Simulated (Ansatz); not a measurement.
The starting structures come from a database of crystals and need not be the phases stable at ambient conditions.

By PBEsol, the system below comes out a metal.

The ballistic (Sharvin) conductance counts the channels at the Fermi level: G/A = (e²/h) × channels of both spins per area.

Consider the following.

```xyz
2
Lattice="3.1614 0.0000 0.0000 0.0000 3.9845 0.0000 0.0000 1.9923 1.9775" Properties=species:S:1:pos:R:3 pbc="T T T"
Al     0.0000     0.0000     0.0000
Ni     1.5807     3.9845     1.9775
```

Space group of this cell: Cmmm. The cell is strained (all lengths scaled by 1.02); by PBEsol its mean pressure is -8.7 GPa.

The current flows along the normal of the first two printed cell vectors. No spin-orbit coupling; the value is a mean over 0.1 eV about the Fermi level.

Predict the ballistic conductance per area from PBEsol in Ansatz (a first-principles code).

1.00 × 10¹⁵ S/m² for both spins.
